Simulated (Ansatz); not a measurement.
ZnO: strain along the normal

ZnO (wurtzite, P6_3mc, 12.327 Å³/atom at rest, c along z) under an equal strain ε in the (0001) plane with the normal axis free, as in a coherent film. PBE in Ansatz, a plane-wave DFT program (PAW, default set), 420 eV, 12×12×6 Γ-centred mesh, Fermi-Dirac smearing 0.05 eV; ions are relaxed within the symmetry of each cell.

Here s stands for strain and y for normal strain.

| strain (%) | normal strain (%) |
|---|---|
| -1.20 | 1.09 |
| -0.60 | 0.55 |
| 0.00 | 0.00 |
| 0.60 | -0.55 |
| 1.20 | -1.12 |
| 3.00 | ? |

Taking a straight line for y over the 5 complete rows: Means: s 0, y -0.006. About the means, the sum of products is -3.3120 and the sum of squares of s is 3.6000; the slope is their ratio. Least squares gives y = -0.006 - 0.9200·s. Residuals (row less fit): -0.008, 0.004, 0.006, 0.008, -0.010; standard error 0.010 (degrees of freedom: 3). The slope, -0.92 ± 0.01, is the elastic response of the normal axis, −2C13/C33.

Question: Predict the withheld y at s = 3.00 from the fit, and compare with the calculation.

Answer: y = -0.006 - 0.9200 × 3.0 = -2.766%. The calculation gives -2.88%, 0.114% below the prediction (2.9 % of the range of y in the table). The row lies outside the fitted rows, so this is an extrapolation. From the scatter of the fitted rows alone, a prediction at this place has a standard error of 0.019%, so the miss is 6.0 times that.

One order more, fitted to all 11 runs of the series, follows each within 0.01, so the miss is the next term of a smooth law. Rows are the converged runs of the series near zero and its far end; series whose fitted rows scatter by over a few per cent of the range, as at a crossing or softening among them, aren't shown in this form. Most that stay on the fit to the last digits aren't either.
